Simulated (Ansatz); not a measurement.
**CdTe under a change: H interstitial (started 2.81 Å from the nearest host atom), symmetric start**

Take a 24-atom supercell of CdTe in the zinc blende structure (space group F-43m, No. 216; a = 6.490 Å) at its relaxed geometry as the base.

Modification: a neutral H interstitial (started 2.81 Å from the nearest host atom), symmetric start, atoms relaxed at fixed cell.

The values are results of DFT with PBEsol, PAW potentials and a 420 eV plane-wave cutoff in Ansatz (an electronic-structure program), spin-orbit coupling left out, earlier PAW set, not measurements. Settings: 3×2×3 k-points, 0.01 eV Fermi–Dirac smearing.

```yaml
pressure: 0.4 GPa (base 0.0 GPa)
gap_of_the_supercell: zero (base 0.65 eV)
total_moment_of_the_cell: 0.0 μB
final_site_of_the_added_atom: 1 Te at 1.78 Å
```

The magnetic state is the one reached from the starting moments; the real material's order can differ, and small cells can't hold many antiferromagnetic ones. The cell is small, so the values are those of an ordered compound at a high defect concentration; dilute-limit values will differ. The mesh was chosen for an insulator and is coarse for the gapless case. The defect started on the symmetric site and kept its symmetry, so it may sit on a saddle. With Te present, leaving out spin-orbit coupling can change the band edges. Seeded moments were not kept for H interstitial (started 2.81 Å from the nearest host atom). The defect cell is spin-polarised and ends with 0.0 μB.
